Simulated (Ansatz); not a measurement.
SiSe2: element substitutions

Take SiSe2 (space group Ibam, No. 72; a = 6.2991 Å, b = 9.3068 Å, c = 5.8559 Å; made of chains) as the base.

Each row replaces one element on all its sites; cell and atoms are relaxed.

Levels (all Ansatz, an electronic-structure program, PAW, earlier PAW set): PBEsol (420 eV, no SOC); HSE06 (420 eV, spin-orbit coupling left out); PBEsol+SOC (420 eV, spin-orbit coupling included).

Band gaps by level, all at the geometries relaxed with PBEsol:

```csv
case,PBEsol,HSE06,PBEsol+SOC
base,1.66 eV,2.65 eV,1.66 eV
Se → S,2.82 eV,4.02 eV,2.82 eV
Si → Ti,0.64 eV,1.47 eV,0.64 eV
```

Single points use the geometry relaxed with PBEsol. HSE06 was sampled on its mesh, a few special points and the semilocal edge points, so its gap is an upper bound. Differences between runs with and without spin-orbit coupling are approximate. No phonon test of stability was made. As relaxed here, TiSe2 is a hypothetical phase, not in the database extracts checked. The runs without spin-orbit coupling are not spin-polarised. No dispersion term is included in the PBEsol runs.
